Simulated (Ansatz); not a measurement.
Defect: interstitial Cl in beta Ga2O3, charge state -1. The step: a concerted move, in which Cl travels most; the atom moves 1.73 Å along (0.01, 0.50, 0.14) of the unit cell; the moving atom starts with neighbours Ga at 2.40, 2 Ga at 2.46, 2 Ga at 2.77, Ga at 2.79; O at 2.39, 2 O at 2.56, 2 O at 2.69, O at 2.90, O at 3.00 Å and ends with Ga at 2.40, 2 Ga at 2.46, 2 Ga at 2.77, Ga at 2.79; O at 2.39, 2 O at 2.56, 2 O at 2.69, O at 2.90, O at 3.00 Å. A PBE band in Ansatz (plane-wave PAW, the Γ point alone, 120 host sites, 22 SCF runs with any check of the saddle's order, static, no finite-size correction) gives a forward barrier of 0.13 eV. The saddle point's order was not checked, and it lies on a symmetry element of the cell, where a band can be held. The charge state is imposed; whether it is stable for some Fermi level was not computed. Sites that were not tried may lie lower.

Single points at the band's start and saddle point can refine it. Rough cost of one point, in units of the band's mean SCF on the same machine:

| Level | Cost of one point |
|---|---|
| PBE, a 2×2×2 k-point mesh shifted by half a step | about 9 |
| r2SCAN at 500 eV, the Γ point alone | about 2 |

Which of these move the barrier by more than 0.1 eV, and how far does each move it?

Not one does. PBE, a 2×2×2 k-point mesh shifted by half a step: +0.03 eV; r2SCAN at 500 eV, the Γ point alone: +0.02 eV. Each functional is compared with PBE at the same k-points.

Ansatz is a quantum-chemistry and plane-wave program.
